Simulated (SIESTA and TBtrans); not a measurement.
**Si chain with one bond stretched by 3.0 Å**

Junction: Si chain with one bond stretched by 3.0 Å. Leads: straight Si chain, spacing 2.25 Å. Geometry: as built, not relaxed.

Computed with SIESTA and TBtrans, PBE, DZP numerical orbitals (energy shift 0.15 eV), PseudoDojo norm-conserving scalar-relativistic potentials, mesh cutoff 200 Ry, 300 K, no spin polarisation, no spin-orbit coupling; Hamiltonian of a periodic supercell, shifted onto the leads' potential, zero bias.

Conductance at 300 K (G0 = 2e²/h): 0.0036
Thermopower (μV/K): -5.5
Mean T from −0.5 to 0.5 eV: 0.0035

Energies count from the leads' Fermi level. Transmissions are for one spin of a degenerate pair. The energy step is 0.01 eV; narrower resonances are cut or missed.

```tsv
E (eV)	T	lead channels
-1.95	0	0
-1.80	0	0
-1.65	0	0
-1.50	0	0
-1.35	0	0
-1.20	0.00026	band edge
-1.05	0.00068	3
-0.90	0.0010	3
-0.75	0.0014	3
-0.60	0.0018	3
-0.45	0.0022	3
-0.30	0.0027	3
-0.15	0.0032	3
0.00	0.0036	3
0.15	0.0040	3
0.30	0.0043	3
0.45	0.0046	3
0.60	0.0050	3
0.75	0.0053	3
0.90	0.0057	3
1.05	0.0061	3
1.20	0.0066	3
1.35	0.0072	3
1.50	0.0078	3
1.65	0.0084	3
1.80	0.0091	3
1.95	0.0099	3
```

The straight chain is held at its spacing; free chains may zigzag or dimerise. No spin-polarised start was tried, so a magnetic state, if there is one, is missed.
